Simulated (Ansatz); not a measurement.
An Ansatz (a first-principles code) run: W with a change (isotropic strain −3.46 %); DFT with r2SCAN, PAW potentials and a 500 eV plane-wave cutoff in Ansatz, no SOC.

Input:

Ansatz 0.2 input:
```yaml
crystal:
  lattice:
    - [-1.5295960505, 1.5295960505, 1.5295960505]
    - [1.5295960505, -1.5295960505, 1.5295960505]
    - [1.5295960505, 1.5295960505, -1.5295960505]
  atoms:
    - { symbol: W, position: [0, 0, 0] }
basis: { ecutwfc: 500, ecutrho_ratio: 4, xc_grid: 4, fft_grid_basis: typed }
kpoints: { mp_grid: { grid: [29, 29, 29] } }
hamiltonian:
  xc: r2scan
  dispersion: none
  pseudopotentials: { kind: paw }
scf: { occupations: { method: fermi_dirac, width: 0.1 }, convergence: { dr2_threshold: 0.0000000001 } }
relax: { f_tol: 0.005, max_steps: 50 }
output: { forces: true, stress: true }
checkpoint: { write: state.ck, write_every: 1000 }
```

Output (explanatory and most iteration lines left out):

```
Relaxation: its limit of steps is 50 (relax.max_steps)
Pseudopotential: W, paw, valence charge 14
Crystal: 1 atoms, lattice volume = 14.315 Å³
Basis set: ecut = 500 eV, 369 PW (Γ), exchange–correlation on 80×80×80 points (64 copies of the dense FFT grid, shifted against one another)
Bands: 11, of which v1, the nominal top of the filled ones, is band 7 counted from 1 (6 counted from 0)
Symmetry: 48 space group operations
Space group: Im-3m (ITA 229), of the structure as read, at distance tolerance 2.4e-5 Å
k-points: 680 of 24389
Functional: x = r2scan, c = r2scan; τ floored in thin density (d = 2e-4 eV/Å³)
SCF iter   1: F=—  HF=-10397.086819 eV  |F-HF|=—  |Δ(HF+E_count)|=         —  Δρ=6.28e-3  dr2=2.01e-3  dr2_τ=7.21e-2  ethr=1.77e-3  ⟨swp⟩=5.1  Hψ=44290  notcnv=0
SCF iter   2: F=—  HF=-10397.114806 eV  |F-HF|=—  |Δ(HF+E_count)|=   2.80e-2  Δρ=3.60e-3  dr2=4.34e-4  dr2_τ=1.17e-4  ethr=1.44e-5  ⟨swp⟩=2.0  Hψ=19502  notcnv=0  defer=12
SCF 1 converged in 7 iterations: F = -10397.115327 eV  dr2 = 2.87e-12
relax step   1: F+E_penalty+E_count = -10397.11532694 eV  Δ(F+E_penalty+E_count) = +0.000e0 eV  max|allowed force component| = 0.000e0 eV/Å  Δτ_max = 0.0000 Å  (7 SCF iters, accepted)
Crystal: 1 atoms, lattice volume = 14.315 Å³
SCF iter   1: F=—  HF=-10397.115327 eV  |F-HF|=—  |Δ(HF+E_count)|=         —  Δρ=2.66e-7  dr2=2.87e-12  dr2_τ=5.80e-13  ethr=1.00e-12  ⟨swp⟩=1.1  Hψ=45646  notcnv=0  defer=2
SCF iter   2: F=-10397.115327 eV  HF=-10397.115327 eV  |F-HF|=1.82e-12  |Δ(HF+E_count)|=  5.46e-12  Δρ=1.46e-7  dr2=8.54e-13  dr2_τ=1.67e-13  ethr=1.00e-12  ⟨swp⟩=3.2  Hψ=19400  notcnv=0
SCF 2 converged in 2 iterations: F = -10397.115327 eV  dr2 = 8.54e-13
SCF converged after 2 iterations
Free energy (F): -10397.115327 eV
Internal energy: -10397.101418 eV  (E = F + TS)
E sigma→0 (E₀):  -10397.108372 eV
Entropy (-TS):   -0.013909 eV (-13.909 meV/atom)
Fermi energy:    25.222992 eV
--- Forces (eV/Å), atoms counted from 1 ---
  atom   1  W      0.00000000    -0.00000000     0.00000000
--- Stress (GPa, compression-positive) ---
       41.785542      -0.000000       0.000000
        0.000000      41.785542       0.000000
        0.000000      -0.000000      41.785542
  P = ⅓ Tr σ = 41.7855 GPa (417.855 kbar)
--- Relaxed structure (1 steps of the walk, 1 accepted, 0 SCFs on fresh bases) ---
  atoms:
    - { symbol: W, position: [0.0, 0.0, 0.0] }
```

Stability against distortions was not tested. All final runs are without spin polarisation. The cell was made from W in the bcc (W type) structure (space group Im-3m, No. 229) by this change: isotropic strain −3.46 %.
